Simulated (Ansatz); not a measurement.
Structures of equal composition on the (111) surface of germanium: Si on all surface atoms, H on every dangling bond; Si on all atoms bonded under the surface atoms, H on every dangling bond. The slabs share one bottom face, and each structure is named by its start. These are constructed structures in small cells; real faces may alloy, dewet or reconstruct in larger ones, and not all known structures of the face are among them. Slabs of about 15 Å with all that they carry, Fermi-Dirac smearing of 0.025 eV. Bottom of the slabs: built like the top, H on every dangling bond, free. Relaxed from the named starts with such symmetry as they have, on meshes of like density; energies extrapolated to zero smearing; no spin-orbit coupling, no U. Spin-polarised runs, if any, are marked in brackets, and their order is one that fits the cell; the others ran without spin. Where a second, spin-polarised start was run, the lower counts.

All values below come from PBE (plane waves to 420 eV, PAW; Ansatz, a program for electronic structure).

Question: Put the candidates in order of energy per 1x1 cell, lowest first, for PBE.

Answer: Si on all surface atoms, H on every dangling bond (0.000 eV), Si on all atoms bonded under the surface atoms, H on every dangling bond (0.128 eV)
